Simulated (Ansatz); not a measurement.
BN (model structure, started from the rocksalt type, Fm-3m, No. 225, 2 atoms in the cell): properties by level of theory

```
level (code)           equilibrium lattice constant a (Å)  cohesive energy (eV/atom)
---------------------  ----------------------------------  -------------------------
LDA (Ansatz)                                          [?]                       6.34
PBE (Ansatz)                                        3.503                        [?]
PBEsol (Ansatz)                                     3.483                       5.72
PBE-D3(BJ) (Ansatz)                                 3.482                        [?]
r²SCAN (Ansatz)                                       [?]                       4.93
r²SCAN+rVV10 (Ansatz)                               3.489                        [?]
```

Problem. Complete the blanks.

Solution. 
- LDA (Ansatz, an electronic-structure program), equilibrium lattice constant a (Å): 3.459
- PBE (Ansatz), cohesive energy (eV/atom): 5.19
- PBE-D3(BJ) (Ansatz), cohesive energy (eV/atom): 5.42
- r²SCAN (Ansatz), equilibrium lattice constant a (Å): 3.492
- r²SCAN+rVV10 (Ansatz), cohesive energy (eV/atom): 5.07

Ansatz's density-functional and Hartree–Fock values are scalar-relativistic unless marked +SOC, with PAW data made under PBE.

Free atoms are spin-polarised, in the lowest state found; at levels without +SOC their spin–orbit coupling is left out.

A model structure was made by putting elements into a prototype or built by hand; it is no filed structure, need not be a known phase, and can be a saddle point held by its symmetry.
